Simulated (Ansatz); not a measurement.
# AuAl2: stress against strain

AuAl2 (fluorite, Fm-3m, 18.029 Å³/atom at rest, cube axes along x, y and z) under a strain ε along a cube axis (axis z), the other axes held. PBEsol in Ansatz, a plane-wave DFT program (PAW, default set), 420 eV, 17×17×17 Γ-centred mesh, Fermi-Dirac smearing 0.10 eV; ions are relaxed within the symmetry of each cell. Stress is positive for a compressed cell.

Here s stands for strain and y for stress zz.

```csv
strain (%),stress zz (GPa)
-1.50,2.42
-1.00,1.59
-0.50,0.78
0.00,0.00
0.50,-0.76
1.00,-1.49
1.50,-2.20
3.00,?
```

The 7 complete rows are fitted with a straight line, y against s. Means: s 0, y 0.049. About the means, the sum of products is -10.780 and the sum of squares of s is 7.0000; the slope is their ratio. Least squares gives y = 0.049 - 1.5400·s. Residuals (row less fit): 0.061, 0.001, -0.039, -0.049, -0.039, 0.001, 0.061; standard error 0.051 (degrees of freedom: 5). The slope gives the elastic constant C11 = 154 ± 1.9 GPa.

What does the fit predict for y at s = 3.00, and how far is the calculated value from it?

y = 0.049 - 1.5400 × 3.0 = -4.571 GPa. The calculation gives -4.21 GPa, 0.361 GPa above the prediction (5.4 % of the range of y in the table). The row lies outside the fitted rows, so this is an extrapolation. From the scatter of the fitted rows alone, a prediction at this place has a standard error of 0.079 GPa, so the miss is 4.6 times that.

One order more, fitted to all 13 runs of the series, follows each within 0.01, so the miss is the next term of a smooth law. In a metal these values are sensitive to mesh and smearing; energies are taken to zero smearing, stresses follow the free energy. Rows are the converged runs of the series near zero and its far end; series whose fitted rows scatter by over a few per cent of the range, as at a crossing or softening among them, aren't shown in this form. Most that stay on the fit to the last digits aren't either.
